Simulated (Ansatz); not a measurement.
Consider ZrS2 in the CdI2 type structure (space group P-3m1, No. 164; a = 3.675 Å, c = 5.861 Å; layered, stacked along the Cartesian z axis). Axes: x lies along a and z along c of the hexagonal cell.

Computed with r2SCAN+rVV10 in Ansatz (plane waves to 500 eV, PAW, without spin-orbit coupling), earlier PAW set.

Before the change:

* **Pressure**: 0.0 kbar

Now apply this change: tensile biaxial strain of 0.21 % in the plane normal to [001], as in epitaxy on a mismatched substrate; the out-of-plane cell vector and the atoms relax.

**Question.** What happens to the out-of-plane strain?

**Answer.** The out-of-plane strain is -0.09 %.

**Question.** Predict the new pressure.

**Answer.** The pressure (mean of the normal stresses, compression positive) goes from zero to -2.3 kbar.

Stability against distortions was not tested.

Ansatz is an electronic-structure program.
